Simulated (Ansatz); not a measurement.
# Mo, response to strain

Start from Mo in the bcc (W type) structure (space group Im-3m, No. 229; relaxed with 0.1 eV smearing).

```yaml
crystal:
  lattice:
    - [-1.55576, 1.55576, 1.55576]
    - [1.55576, -1.55576, 1.55576]
    - [1.55576, 1.55576, -1.55576]
  atoms:
    - { symbol: Mo, position: [0.00000, 0.00000, 0.00000] }
```

Cartesian axes are those of the cell as printed.

Strains are applied to the cell and any free atomic positions relax; under biaxial strain the out-of-plane vector relaxes too.

Calculations: LDA (Ansatz, a program for electronic structure, PAW, scalar-relativistic without spin-orbit coupling).

```json
[
 {"biaxial strain, plane normal [111], relaxed out of plane (%)": "-1.67", "out-of-plane strain (%)": "1.79"},
 {"biaxial strain, plane normal [111], relaxed out of plane (%)": "-1.25", "out-of-plane strain (%)": "1.32"},
 {"biaxial strain, plane normal [111], relaxed out of plane (%)": "-0.83", "out-of-plane strain (%)": "0.87"},
 {"biaxial strain, plane normal [111], relaxed out of plane (%)": "-0.42", "out-of-plane strain (%)": "?"},
 {"biaxial strain, plane normal [111], relaxed out of plane (%)": "0", "out-of-plane strain (%)": "0.00"}
]
```

**Question.** Fit ε⊥ = −νε + γε² (strains in %) to the rows shown and predict the withheld row.

**Answer.** Least squares on the printed values gives ν = 1.02 (the biaxial Poisson response) and γ = 0.031 (largest residual 0.00 %); this predicts 0.43 %, and the run gives 0.43 %, in agreement.

Stability against distortions was not tested. All final runs are without spin polarisation.
